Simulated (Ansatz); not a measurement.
We consider Mo2C (P-3m1, No. 164, 3 atoms in the cell; start mp-1221498; a measured phase of this formula has another space group), described by LDA (Ansatz, an electronic-structure program, plane waves, PAW).

Numerical settings: plane-wave cutoff 520 eV, 24×24×12 k mesh (along the axes of the cell as run), Fermi–Dirac smearing 0.05 eV, no spin polarisation, scalar-relativistic PAW data made under PBE.

Cell (relaxed at this level):

Space group P-3m1 (No. 164); a = b = 3.016 Å, c = 4.597 Å, α = β = 90.00°, γ = 120.00°

| atom | site | symmetry | x | y | z |
|---|---|---|---|---|---|
| Mo | 2d | 3m. | 0.3333 | 0.6667 | 0.2489 |
| C | 1b | -3m. | 0.0000 | 0.0000 | 0.5000 |

### Question
Give the computed bulk modulus B0.

### Answer

- bulk modulus B0: 302 GPa

Note: the run has no spin polarisation, so it can have missed a magnetic state; the bulk modulus is −V dP/dV from two relaxed cells at ±2 % in volume; the relaxation could not lower the start's symmetry, so the cell can be a saddle point above a distorted one.

Static lattice: no zero-point or thermal effects.

A start named mp-… is a Materials Project structure, which need not be a measured phase.
